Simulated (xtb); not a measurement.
xtb 6.7.1, GFN2-xTB: hexamethyldisiloxane (C[Si](C)(C)O[Si](C)(C)C), 27 atoms. The geometry is a generated start, not checked to be a minimum at this level.

```yaml
run_flags: --grad
method: GFN2-xTB
"--acc": 1 (default)
"--etemp (K)": 300 (default)
basis_functions: 66
valence_electrons: 56
```

```xyz
27

C     -2.1245     1.3533    -1.8111
Si    -1.4928     0.1038    -0.5260
C     -2.3763     0.3151     1.1484
C     -1.6717    -1.6879    -1.1486
O      0.0984     0.4345    -0.3277
Si     1.5369     0.0993     0.3754
C      2.7471     1.4195    -0.2640
C      2.0767    -1.6513    -0.1479
C      1.3351     0.1953     2.2672
H     -3.1821     1.2115    -2.0073
H     -1.5978     1.2483    -2.7546
H     -1.9854     2.3746    -1.4716
H     -3.4473     0.1640     1.0607
H     -2.0032    -0.3948     1.8804
H     -2.2162     1.3108     1.5507
H     -2.7068    -1.9465    -1.3464
H     -1.2900    -2.3952    -0.4180
H     -1.1133    -1.8374    -2.0681
H      2.4161     2.4192    -0.0020
H      3.7375     1.2796     0.1560
H      2.8400     1.3787    -1.3446
H      3.0514    -1.9103     0.2532
H      2.1328    -1.7340    -1.2289
H      1.3697    -2.3991     0.1984
H      2.2767     0.0362     2.7825
H      0.9544     1.1663     2.5694
H      0.6344    -0.5534     2.6245
```

One run each on 1 thread. Values of broydamp tried: 0.02, 0.05, 0.1, 0.2, 0.4 (default), 0.6, 0.8, 1.

Task: Which value of broydamp needs the fewest SCC iterations, and what happens away from it?

Result: Fewest SCC iterations, within one of each other: 0.4 (default) with 12, 0.6 with 13, 0.8 with 13, 1 with 13. The count rises to 21 at 0.02. All converge to one solution.

| broydamp | SCC iterations | end |
|---|---|---|
| 0.02 | 21 | same solution |
| 0.05 | 20 | same solution |
| 0.1 | 17 | same solution |
| 0.2 | 15 | same solution |
| 0.4 (default) | 12 | same solution |
| 0.6 | 13 | same solution |
| 0.8 | 13 | same solution |
| 1 | 13 | same solution |
